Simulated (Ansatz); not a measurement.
NH₄Br (P-43m, No. 215, 6 atoms in the cell; start COD 1008127) was calculated with PBE0 (Ansatz, a quantum-chemistry and plane-wave program, plane waves, PAW).

Numerical settings: plane-wave cutoff 460 eV, 6×6×6 k mesh, Fermi–Dirac smearing 0.01 eV, scalar-relativistic PAW data made under PBE.

Cell (measured lattice):

```cif
data_H4BrN
_chemical_formula_sum 'N1 Br1 H4'
_space_group_name_H-M_alt 'P-43m'
_space_group_IT_number 215
_space_group_name_Hall 'P -4 2 3'
_cell_length_a 4.00000
_cell_length_b 4.00000
_cell_length_c 4.00000
_cell_angle_alpha 90.000
_cell_angle_beta 90.000
_cell_angle_gamma 90.000
loop_
_atom_site_label
_atom_site_type_symbol
_atom_site_symmetry_multiplicity
_atom_site_Wyckoff_symbol
_atom_site_fract_x
_atom_site_fract_y
_atom_site_fract_z
_atom_site_occupancy
N1 N 1 a 0.00000 0.00000 0.00000 1
Br1 Br 1 b 0.50000 0.50000 0.50000 1
H1 H 4 e 0.14800 0.14800 0.14800 1
```

**Question.** Give the computed band gap and smallest direct gap on the k points sampled.

**Answer.** 
- band gap: 6.15 eV (on the SCF k mesh) (indirect)
- smallest direct gap on the k points sampled: 6.25 eV

Note: the file's cell can be that of a phase stable at another temperature; cell and atoms aren't relaxed at this level (largest force component 0.11 eV/Å, pressure 1.6 GPa).

Spin–orbit coupling is not included.

Static lattice: no zero-point or thermal effects.
